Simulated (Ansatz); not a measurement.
## MgO (I4/mmm): band-edge transport data

```
MgO
1.0
    0.00000     2.10301     2.12468
    2.10301     0.00000     2.12468
    2.10301     2.10301     0.00000
Mg O
1 1
Direct
  0.00000   0.00000   0.00000
  0.50000   0.50000   0.50000
```

Method: PBEsol, rigid bands (plane waves, PAW, scalar-relativistic; Ansatz, a first-principles code). Condition of this run: uniaxial stress zz = -2 GPa (compression positive) (the target of the relaxation). How the cell was made: cell and atoms relaxed with PBEsol, then loaded as said.

```yaml
band_gap: 4.56 eV
electron conductivity mass (300 K, dilute): 0.35 (x), 0.35 (y), 0.34 (z) mₑ
hole conductivity mass (300 K, dilute): 2.3 (x), 2.3 (y), 2.3 (z) mₑ
effective density of states N_c (300 K): 5.3e18 cm⁻³
effective density of states N_v (300 K): 1.8e20 cm⁻³
density_of_states_mass_electrons: 0.35 mₑ
density_of_states_mass_holes: 3.8 mₑ
Seebeck coefficient, n-type 1e19 cm⁻³, 300 K: -171 μV/K
best n-type power factor at 300 K for τ = 10 fs (best axis; densities from 1e16 to 1e21 cm⁻³ tried, whether or not they can be reached): 2.4 μW/(cm·K²) at 3e19 cm⁻³
Seebeck coefficient, p-type 1e19 cm⁻³, 300 K: 502 μV/K
```

Rigid bands; masses and Seebeck coefficients take one relaxation time τ for all states and one kind of carrier; polarons and phonon drag are left out. Spin-orbit coupling is left out.
